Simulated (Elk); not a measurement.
Band structure of Cd (P6_3/mmc, 2 atoms in the cell).

```
CELL_PARAMETERS angstrom
      1.50192    -2.60140     0.00000
      1.50192     2.60140     0.00000
      0.00000     0.00000     5.66496
ATOMIC_POSITIONS crystal
  Cd 0.33333 0.66667 0.25000
  Cd 0.66667 0.33333 0.75000
```

Level of theory: Elk 10.2.4 with PBE, all-electron FP-LAPW, Elk's shipped species files, default APW+lo basis.

Settings: xctype = 20; rgkmax = 7; stype = 0; swidth = 0.00367493 Ha; ngridk = 13 13 6.

The starting cell has typed, rounded lattice constants, without a prior relaxation at this level. Its lattice was rescaled by a random factor within 2.5 % of one. Values depend on the basis (sphere radii, cutoffs, local orbitals), which need not be converged.

Levels in eV from the Fermi level, bands 15 to 22:
```json
[
 {"point": "Γ", "15": "-8.64", "16": "-8.38", "17": "-8.38", "18": "-3.05", "19": "-2.96", "20": "10.30", "21": "14.32", "22": "14.58"},
 {"point": "M", "15": "-8.14", "16": "-8.12", "17": "-2.29", "18": "-1.85", "19": "1.90", "20": "2.94", "21": "3.03", "22": "5.17"},
 {"point": "K", "15": "-8.50", "16": "-8.50", "17": "-0.02", "18": "-0.02", "19": "0.42", "20": "4.26", "21": "4.72", "22": "4.72"},
 {"point": "A", "15": "-8.49", "16": "-8.49", "17": "-7.26", "18": "-7.26", "19": "3.61", "20": "3.61", "21": "14.65", "22": "14.65"},
 {"point": "L", "15": "-8.12", "16": "-8.12", "17": "-1.50", "18": "-1.50", "19": "0.02", "20": "0.02", "21": "7.88", "22": "7.88"},
 {"point": "H", "15": "-8.39", "16": "-8.39", "17": "1.01", "18": "1.01", "19": "1.42", "20": "1.42", "21": "1.82", "22": "1.82"}
]
```

Bands cross the Fermi level along this path, so the cell is metallic at this level.
